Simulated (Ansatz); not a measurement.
**Ti3GeC2 (P6₃/mmc, No. 194; cell taken from a computed entry)**

Level of theory: r²SCAN (plane waves, PAW; Ansatz, an electronic-structure program).

Numerical settings: plane-wave cutoff 600 eV, 24×24×4 k mesh (along the axes of the cell as run), Fermi–Dirac smearing 0.047 eV (set by the program), no spin polarisation, scalar-relativistic PAW data made under PBE.

Cell (relaxed at this level):

```
CELL_PARAMETERS angstrom
      3.09045     0.00000     0.00000
     -1.54523     2.67641     0.00000
      0.00000     0.00000    17.80619
ATOMIC_POSITIONS crystal
  Ti 0.66667 0.33333 0.86717
  Ti 0.33333 0.66667 0.13283
  Ti 0.33333 0.66667 0.36717
  Ti 0.66667 0.33333 0.63283
  Ti 0.00000 0.00000 0.00000
  Ti 0.00000 0.00000 0.50000
  Ge 0.00000 0.00000 0.75000
  Ge 0.00000 0.00000 0.25000
  C  0.66667 0.33333 0.42800
  C  0.33333 0.66667 0.57200
  C  0.33333 0.66667 0.92800
  C  0.66667 0.33333 0.07200
```

For Ti3GeC2 (P6₃/mmc, No. 194; cell taken from a computed entry), the voigt–Reuss–Hill bulk modulus is 187 GPa and the polycrystal shear modulus (Hill average) comes out as 140 GPa. The Young modulus is 336 GPa and the Poisson ratio comes out as 0.201.

Note: the relaxation could not lower the start's symmetry, so the cell can be a saddle point above a distorted one.

Elastic constants are with the ions relaxed.

Computed values are for the static lattice.
